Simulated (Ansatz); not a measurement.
## How far PBE and r2SCAN part for Be2Si, pressure −1 GPa

The parent structure is Be2Si (space group Fm-3m, No. 225; a = 5.284 Å; a model cell, its experimental status unchecked).

(Cell as relaxed with PBE.)

Levels (all Ansatz, a program for electronic structure, PAW): PBE (420 eV, no spin-orbit coupling); r2SCAN (500 eV, no spin-orbit coupling).

Each level relaxes its own structure.

```csv
base,PBE,r2SCAN
volume per atom,12.29 Å³,12.29 Å³
lattice parameter a,5.284 Å,5.283 Å
band gap,zero,zero
```

Perturbation: a negative pressure, −1 GPa.

| quantity | PBE | r2SCAN |
|---|---|---|
| shortest interatomic distance | 2.296 Å | (withheld) |
| band gap | zero | (withheld) |

Task: Given the PBE results, estimate those of r2SCAN.

Result: 
- shortest interatomic distance, r2SCAN: 2.295 Å
- band gap, r2SCAN: zero

The two agree on the band gap. Neither level is exact; r2SCAN is the comparison here, not a measurement.

Load acts through the strain it causes; cell and atoms are relaxed under it. Stability against distortions was not tested. All final runs are without spin polarisation.
